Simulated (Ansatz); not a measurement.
SnI4 (P-43m, No. 215, 5 atoms in the cell; start mp-571436; a measured phase of this formula has another space group), treated with HSE06+SOC in Ansatz (plane waves, PAW).

Numerical settings: plane-wave cutoff 460 eV, 4×4×4 k mesh, Fermi–Dirac smearing 0.01 eV, PAW data made under PBE.

Cell (relaxed with PBE-D3(BJ)):

```
SnI4
1.0
    6.06699     0.00000     0.00000
    0.00000     6.06699     0.00000
    0.00000     0.00000     6.06699
Sn I
1 4
Direct
  0.00000   0.00000   0.00000
  0.25736   0.74264   0.74264
  0.74264   0.74264   0.25736
  0.74264   0.25736   0.74264
  0.25736   0.25736   0.25736
```

**Question.** Predict the band gap.

**Answer.** 
- band gap: 1.18 eV (direct)

Note: cell and atoms aren't relaxed at this level (pressure 0.5 GPa).

Computed values are for the static lattice.

A start named mp-… is a Materials Project structure, which need not be a measured phase.

Ansatz is a program for electronic structure.
